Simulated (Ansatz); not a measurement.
**Effect of uniaxial stress, 5 GPa compression along x on MoP**

The parent structure is MoP (space group P-6m2, No. 187; a = 3.208 Å, c = 3.173 Å; relaxed with 0.1 eV smearing). Axes: x lies along a and z along c of the hexagonal cell.

One thing is altered: uniaxial stress, 5 GPa compression along x; all other stress components relax to zero.

All numbers come from PBEsol (Ansatz, a program for electronic structure, PAW, no SOC). Settings: 21×21×18 k-points, 0.1 eV Fermi–Dirac smearing.

The volume per atom decreases by 0.118 Å³, from 14.13 Å³ to 14.02 Å³ and the space group becomes Amm2 (No. 38) (base: P-6m2 (No. 187)). The shortest interatomic distance decreases by 0.007 Å, from 2.438 Å to 2.431 Å and the energy grows by 3.6 meV/atom. The band gap stays zero and the strain response (xx, yy, zz) is (−1.64, +0.41, +0.40) %. The secant Young's modulus along x amounts to 300 GPa and the mean lateral Poisson ratio is 0.25.

Stability under load was not tested beyond the relaxation. All final runs are without spin polarisation. An odd electron count without spin: MoP.
